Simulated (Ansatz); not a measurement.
The parent structure is CdS in the zinc blende structure (space group F-43m, No. 216; a = 5.8243 Å).

Modification: full substitution S → Se, then cell and atoms are relaxed.

Levels (all Ansatz, a quantum-chemistry and plane-wave program, PAW): PBEsol (420 eV, without spin-orbit coupling); r2SCAN (500 eV, without spin-orbit coupling); HSE06 (420 eV, no SOC).

One geometry, relaxed with PBEsol, under each level:

Notes on the quantities. hole mass: degenerate bands, along [100].

```csv
level,band gap,lowest conduction level above the VBM at special points,electron mass,hole mass,pressure
PBEsol,0.48 eV,Γ 0.48 eV; L 2.29 eV; X 3.01 eV; U 3.61 eV,0.049 mₑ (at Γ),"0.050, 0.66, 0.66 mₑ (at Γ)",-0.01 GPa
r2SCAN,1.10 eV,Γ 1.10 eV; L 2.88 eV; X 3.47 eV; U 4.11 eV,0.096 mₑ (at Γ),"0.10, 0.67, 0.67 mₑ (at Γ)",1.38 GPa
HSE06,1.55 eV,Γ 1.55 eV; L 3.38 eV; X 3.95 eV,–,–,–
```

Single points use the geometry relaxed with PBEsol. Their cutoffs differ, which shifts pressures a little. Effective masses come from finite differences of ±0.01 Å⁻¹. Stability against distortions was not tested.
